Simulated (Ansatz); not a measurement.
The parent structure is NiO in the rock salt structure (space group Fm-3m, No. 225; a = 4.116 Å; ferromagnetic).

Method: PBEsol, PAW, 420 eV (Ansatz, a program for electronic structure; spin-orbit coupling left out).

Before the change:

- Density = 7.12 g/cm³
- Largest site moment = 1.02 μB

Now apply this change: every Ni is replaced by Mn; the structure is relaxed again.

Tabulated Pauling electronegativity and covalent radius: Ni 1.91, 1.24 Å; Mn 1.55, 1.39 Å.

Task: How does this affect the density?

Result: The density drops by 1.333 g/cm³ (7.12 g/cm³ → 5.78 g/cm³).

Task: Estimate the effect on the largest site moment.

Result: The largest site moment goes up by 2.78 μB, from 1.02 μB to 3.80 μB.

Whether these cells are dynamically stable was not tested. No Hubbard U is applied and the magnetic state is the run's own (MnO ferromagnetic; NiO ferromagnetic); small cells can't hold the antiferromagnetic order that many such compounds have, so gaps and moments can be off. In its common phase, real MnO is an antiferromagnetic insulator at low temperature. In its common phase, real NiO is an antiferromagnetic insulator at low temperature.
